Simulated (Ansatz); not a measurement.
Structures of equal composition on the (100) surface of rock-salt TiC: Al on all Ti sites of the second plane; Al on all Ti sites of the top plane. The slabs share one bottom face, and each structure is named by its start. These are constructed structures in small cells; real faces may alloy, dewet or reconstruct in larger ones, and not all known structures of the face are among them. Slabs of about 10 Å, Fermi-Dirac smearing of 0.1 eV. Bottom of the slabs: a bare face, its two planes held. Relaxed from the named starts with such symmetry as they have, on meshes of like density; energies extrapolated to zero smearing; spin only where a row says so; no spin-orbit coupling, no U. Brackets mark spin-polarised runs, whose order is one that fits the cell.

Level of theory: r2SCAN, at the PBE geometry (plane waves to 500 eV, PAW; Ansatz, a quantum-chemistry and plane-wave program).

Question: Rank these by energy per 1x1 cell (lowest first), as r2SCAN, at the PBE geometry gives it.

Answer: Al on all Ti sites of the top plane (0.000 eV), Al on all Ti sites of the second plane (0.338 eV)
